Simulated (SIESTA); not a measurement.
SIESTA run on Mo₂N (Imm2, 6 atoms in the cell): self-consistent single point.

Computed with GGA PBEsol, numerical atomic orbitals DZP, PseudoDojo PBEsol standard norm-conserving potentials (rewritten from UPF to PSML) (SIESTA 5.4.2).

```yaml
crystal:
  lattice:
    - [-2.13417, 2.13417, 3.98701]
    - [2.13417, -2.13417, 3.98701]
    - [2.13417, 2.13417, -3.98701]
  atoms:
    - { symbol: Mo, position: [0.99323, 0.49323, 0.50000] }
    - { symbol: Mo, position: [0.23696, 0.23696, 0.00000] }
    - { symbol: Mo, position: [0.76304, 0.76304, 0.00000] }
    - { symbol: Mo, position: [0.51304, 0.01304, 0.50000] }
    - { symbol: N, position: [0.25000, 0.75000, 0.50000] }
    - { symbol: N, position: [0.50000, 0.50000, 0.00000] }
```

Reference input (self-consistent single point, DFT, GGA PBEsol, numerical atomic orbitals DZP, PseudoDojo PBEsol standard norm-conserving potentials (rewritten from UPF to PSML)): XC.functional = GGA; XC.authors = PBEsol; potentials = PseudoDojo PBEsol standard; PAO.BasisSize = DZP; PAO.EnergyShift = 0.005 Ry; MeshCutoff = 400 Ry; kgrid.MonkhorstPack = 5 5 5; OccupationFunction = MP; OccupationMPOrder = 0; ElectronicTemperature = 1160.45 K; MaxSCFIterations = 150; SCF.Mixer.Method = Broyden. This run's input differs from it in these lines:

```diff
@@ -32,5 +32,5 @@
 %block kgrid.MonkhorstPack
-    5   0   0  0.0
-    0   5   0  0.0
-    0   0   5  0.0
+    8   0   0  0.5
+    0   8   0  0.5
+    0   0   8  0.5
 %endblock kgrid.MonkhorstPack
```

The program printed (abridged):

```
        iscf     Eharris(eV)        E_KS(eV)     FreeEng(eV)     dDmax    Ef(eV) dHmax(eV)
   scf:    1    -8124.422445    -8194.662461    -8194.682130  0.925618 -2.696266 11.425107
   scf:    2    -8210.922599    -8203.440250    -8203.464419  0.134169 -2.985748  6.845766
   scf:    3    -8212.725180    -8210.550078    -8210.572023  0.273337 -3.597092  1.870247
   scf:    4    -8206.239952    -8209.370130    -8209.397676  0.254079 -3.894164  4.780535
   scf:    5    -8211.860036    -8211.205571    -8211.232572  0.110220 -4.090265  0.386447
   [... 7 lines left out ...]
   scf:   13    -8211.220772    -8211.220772    -8211.247384  0.000095 -4.136355  0.000436
   scf:   14    -8211.220772    -8211.220772    -8211.247384  0.000021 -4.136386  0.000322
   scf:   15    -8211.220772    -8211.220772    -8211.247384  0.000012 -4.136402  0.000270
   scf:   16    -8211.220772    -8211.220772    -8211.247384  0.000009 -4.136417  0.000241
SCF Convergence by DM+H criterion
max |DM_out - DM_in|         :     0.0000091248
max |H_out - H_in|      (eV) :     0.0002414793
SCF cycle converged after 16 iterations

Using DM_out to compute the final energy and forces

siesta: E_KS(eV) =            -8211.2208

siesta: E_KS - E_eggbox =     -8211.2208

siesta: Atomic forces (eV/Ang):
     1    0.000124    0.001558   -0.728016
     2   -0.000137    0.000912   -0.004937
     3   -0.001016   -0.000025    0.021592
     4    0.001463   -0.000150    0.199663
     5   -0.000373    0.000203    0.531869
     6   -0.000183    0.000065   -0.005968
   Tot   -0.000122    0.002563    0.014203
   Max    0.728016
   Res    0.217727    sqrt( Sum f_i^2 / 3N )
   Max    0.728016    constrained

   [... lines left out ...]
siesta: FreeEng =     -8211.247384
   [... lines left out ...]
siesta:     0.032116    0.000069   -0.000012
siesta:     0.000069    0.030415   -0.000016
siesta:    -0.000012   -0.000016    0.014527

siesta: Cell volume =         72.638199 Ang**3

siesta: Pressure (static):
siesta:                Solid            Molecule  Units
siesta:          -0.00027975         -0.00019348  Ry/Bohr**3
siesta:          -0.02568580         -0.01776448  eV/Ang**3
siesta:         -41.15318162        -28.46183045  kBar
```

The run converged in 16 iterations. Against the reference run the free energy rises by 3.8 meV/atom, the pressure stays near -4.12 GPa while the zz stress (positive for compression) goes from -2.87 to -2.33 GPa and the largest force goes from 0.740 to 0.728 eV/Å.

The starting cell comes from a database of computed structures (which also holds hypothetical and non-ambient phases and stackings), without a prior relaxation at this level. Its lattice was rescaled by up to half a per cent. One atom was moved a little off its site on purpose. Spin polarisation is off. Values carry the incompleteness of an atom-centred basis.

Cost on one core of a shared machine: roughly 4 min.
